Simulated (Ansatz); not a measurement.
Take ZnS in the zinc blende structure (space group F-43m, No. 216; a = 5.389 Å) as the base. Axes: x, y, z lie along the cube axes.

Level of theory: r2SCAN, PAW, 500 eV (Ansatz, an electronic-structure program; spin-orbit coupling left out).

Strains are applied to the cell and any free atomic positions relax.

One change was made to it. Results:

```tsv
quantity	base	after
energy relative to the base (free energy F)	0 meV/atom	+0.7 meV/atom
valence-band top at Γ (three highest levels, from the VBM)	0.00, 0.00, 0.00 eV	0.00, 0.00, -0.04 eV
```

Which of these changes matches the shifts?
A. uniaxial strain ε_zz = +1.00 %
B. uniaxial strain ε_zz = +3.00 %
C. uniaxial strain ε_zz = +2.00 %
D. uniaxial strain ε_zz = +2.50 %

A, uniaxial strain ε_zz = +1.00 %. For comparison, the energy relative to the base in the other runs: uniaxial strain ε_zz = +3.00 % gives +5.8 meV/atom; uniaxial strain ε_zz = +2.50 % gives +4.0 meV/atom; uniaxial strain ε_zz = +2.00 % gives +2.6 meV/atom.

The levels and masses belong to the bands next to the band gap. Whether these cells are dynamically stable was not tested.
